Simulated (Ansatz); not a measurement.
Band structure of SnBr2 (P4_2/mnm, 6 atoms in the cell).

```
SnBr2
1.0
    6.97862     0.00000     0.00000
    0.00000     6.97862     0.00000
    0.00000     0.00000     4.38299
Sn Br
2 4
Cartesian
  0.00000   0.00000   0.00000
  3.48931   3.48931   2.19149
  2.08424   2.08424   0.00000
  4.89439   4.89439   0.00000
  1.40508   5.57355   2.19149
  5.57355   1.40508   2.19149
```

Method of the run: PBEsol, PAW files made with PBE (plane waves; Ansatz, a program for electronic structure).

Settings: basis.ecutwfc = 420 eV; kpoints.mp_grid.grid = 3 3 4; hamiltonian.xc = pbesol; hamiltonian.pseudopotentials = {kind: paw} (the program's default PAW files); scf.occupations.method = fixed; kpoints.band_path.npoints = 8.

The starting cell comes from a database of computed structures (which also holds hypothetical and non-ambient phases and stackings), without a prior relaxation at this level. Its lattice was rescaled by a random factor within 2.5 % of one.

**Question.** Predict the gap along the standard path and the places of the band edges.

**Answer.** The gap along the path is 1.41 eV, from a point between Γ and Z to R; the smallest direct gap on it is 1.68 eV.

Levels in eV from the top of the valence band on the path, bands 25 to 32:
| point | 25 | 26 | 27 | 28 | 29 | 30 | 31 | 32 |
|---|---|---|---|---|---|---|---|---|
| Γ | -1.83 | -1.83 | -1.46 | -0.17 | 1.51 | 1.51 | 2.40 | 4.09 |
| X | -1.82 | -1.82 | -1.35 | -1.35 | 2.19 | 2.19 | 3.22 | 3.22 |
| M | -2.09 | -2.09 | -1.12 | -1.12 | 2.25 | 2.25 | 3.42 | 3.42 |
| Z | -2.18 | -2.18 | -0.84 | -0.84 | 3.43 | 3.43 | 3.50 | 3.50 |
| R | -2.00 | -2.00 | -0.65 | -0.65 | 1.41 | 1.41 | 3.92 | 3.92 |
| A | -1.97 | -1.97 | -1.39 | -1.39 | 3.23 | 3.23 | 3.52 | 3.52 |

Keys are those of Ansatz 0.2.
